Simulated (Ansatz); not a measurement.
An Ansatz (a quantum-chemistry and plane-wave program) run: Tl with a change (Tl → Al); Ansatz, r2SCAN, PAW, cutoff 500 eV, without spin-orbit coupling, earlier PAW set.

Input:

Ansatz 0.2 input:
```yaml
crystal:
  lattice:
    - [2.8167594796, 0, 0]
    - [-1.4083797398, 2.4393852657, 0]
    - [0, 0, 4.6558316314]
  atoms:
    - { symbol: Al, position: [0.3333333333, 0.6666666667, 0.75] }
    - { symbol: Al, position: [0.6666666667, 0.3333333333, 0.25] }
basis: { ecutwfc: 500, ecutrho_ratio: 4, xc_grid: 4, fft_grid_basis: typed }
kpoints: { mp_grid: { grid: [19, 19, 10] } }
hamiltonian:
  xc: r2scan
  dispersion: none
  pseudopotentials: { azcp: { folder: ./paw }, kind: paw }
scf: { occupations: { method: fermi_dirac, width: 0.05 }, convergence: { dr2_threshold: 0.0000000002 } }
output: { forces: true, stress: true }
checkpoint: { write: state.ck, write_every: 1000 }
```

Output:

```
WARN ansatz: RAYON_NUM_THREADS=1 ignored (pool sized by the plan → 1); use --threads N
Pseudopotentials: kind: paw
Pseudopotential: Al, paw, valence charge 3
Functional definition: r2SCAN
Crystal: 2 atoms, lattice volume = 31.991 Å³
Basis set: ecut = 500 eV, 785 PW (Γ), exchange–correlation on 96×96×144 points (64 copies of the dense FFT grid, shifted against one another)
Bands: 7, of which v1, the nominal top of the filled ones, is band 3 counted from 1 (2 counted from 0)
Symmetry: 24 space group operations
Space group: P63/mmc (ITA 194), of the structure as read, at distance tolerance 3.2e-5 Å
k-points: 240 of 3610
PAW frozen core: Al, regenerated for the run's functional
Initial density: superposition of atomic densities (chi_scale 0.1, normalization cell)
Initial wavefunctions: pseudopotential atomic-orbital guess
Eigensolver: davidson
Functional: x = r2scan, c = r2scan; τ floored in thin density (d = 2e-4 eV/Å³)
SCF iter   1: F=—  HF=-1080.719430 eV  |F-HF|=—  |Δ(HF+E_count)|=         —  Δρ=2.51e-2  dr2=2.20e-1  dr2_τ=8.22e-3  ethr=3.10e-3  ⟨swp⟩=4.8  Hψ=13580  notcnv=0
all-band conjugate gradients solve this SCF's bands
preconditioner: auto → none
SCF iter   2: F=—  HF=-1080.753998 eV  |F-HF|=—  |Δ(HF+E_count)|=   3.46e-2  Δρ=1.76e-2  dr2=1.08e-1  dr2_τ=3.55e-4  ethr=3.10e-3  ⟨swp⟩=1.4  Hψ=3752  notcnv=0  defer=11
SCF iter   3: F=—  HF=-1080.749323 eV  |F-HF|=—  |Δ(HF+E_count)|=   4.68e-3  Δρ=7.37e-4  dr2=6.85e-5  dr2_τ=1.17e-5  ethr=1.80e-3  ⟨swp⟩=2.0  Hψ=2524  notcnv=0  defer=33
SCF iter   4: F=—  HF=-1080.749494 eV  |F-HF|=—  |Δ(HF+E_count)|=   1.72e-4  Δρ=1.88e-4  dr2=1.06e-5  dr2_τ=2.12e-7  ethr=1.14e-6  ⟨swp⟩=2.0  Hψ=2418  notcnv=0  defer=37
SCF iter   5: F=—  HF=-1080.749494 eV  |F-HF|=—  |Δ(HF+E_count)|=   3.46e-7  Δρ=1.45e-5  dr2=5.11e-8  dr2_τ=6.96e-10  ethr=1.77e-7  ⟨swp⟩=2.0  Hψ=2372  notcnv=0  defer=37
SCF iter   6: F=—  HF=-1080.749494 eV  |F-HF|=—  |Δ(HF+E_count)|=   2.33e-8  Δρ=4.14e-6  dr2=4.64e-9  dr2_τ=4.35e-11  ethr=8.52e-10  ⟨swp⟩=1.0  Hψ=1649  notcnv=0  defer=37
SCF iter   7: F=-1080.749494 eV  HF=-1080.749494 eV  |F-HF|=1.86e-11  |Δ(HF+E_count)|=   1.60e-9  Δρ=4.59e-7  dr2=5.61e-11  dr2_τ=5.36e-13  ethr=3.33e-12  ⟨swp⟩=3.0  Hψ=5505  notcnv=0
SCF 1 converged in 7 iterations: F = -1080.749494 eV  dr2 = 5.61e-11
SCF converged after 7 iterations
Free energy (F): -1080.749494 eV
Harris-Foulkes:  -1080.749494 eV  (|F-HF|=1.86e-11)
Internal energy: -1080.742274 eV  (E = F + TS)
E sigma→0 (E₀):  -1080.745884 eV
Entropy (-TS):   -0.007220 eV (-3.610 meV/atom)
Fermi energy:    8.311241 eV
--- Per-component energies (eV) ---
  E_band       = 20.971464
  E_kinetic    = 46.217205
  E_local      = 22.616892  (includes V_loc(G=0)·N_el)
  E_nonlocal   = 18.881372
  E_hartree    = 0.227435
  E_xc         = -70.264115
  E_vxc        = -63.091502  (∫ρ·V_xc dr)
  E_paw        = -949.749172  (= ΣΔE_a)
  E_vpaw       = -6.576073  (= ΣTr[D̂ρ^β])
  E_aug_tail   = 0.000001  (compensation charges beyond the density's cutoff)
  E_vtau       = 2.468695  (kinetic-family band-sum trace: ∫τ·v_τ [+ j·A + Jᵃ·Aᵃ] dr)
  E_ewald      = -148.551676
  E_core_change = -0.120216  (= ΣΔE_core)
  E_smearing   = -0.007220  (= −TS)
  E_closure    = 0.000000  (closes the sum)
  Σ components = -1080.749494   (vs F -1080.749494, Δ=0.00e0)
  [band-id]    e_kinetic+e_local+e_nonlocal+2·e_hartree+e_vxc+e_vpaw+e_augmentation_tail+e_vtau = 20.971461   (vs E_band 20.971464, Δ=-2.90e-6)
--- Forces (eV/Å), atoms counted from 1 ---
  atom   1  Al     0.00000000    -0.00000000     0.00000000
  atom   2  Al    -0.00000000     0.00000000     0.00000000
  max |Σ_I F_I| component: 0.00e0 eV/Å
--- Stress (GPa, compression-positive) ---
        0.000815      -0.000000       0.000000
        0.000000       0.000815       0.000000
        0.000000       0.000000      -0.002744
  P = ⅓ Tr σ = -0.0004 GPa (-0.004 kbar)
  The stress holds the Pulay correction. Without it, at fixed plane waves, as pw.x and ABINIT print it: P = -0.0049 GPa
  The stress includes an estimate of the error left by incomplete SCF convergence (largest component -0.0000 GPa).
--- Band table ---
  band table: none
```

No phonon test of stability was made. The cell was made from Tl by this change: Tl → Al; the result is a model cell, its experimental status unchecked. This is not the structure that Al has at room temperature and ambient pressure.
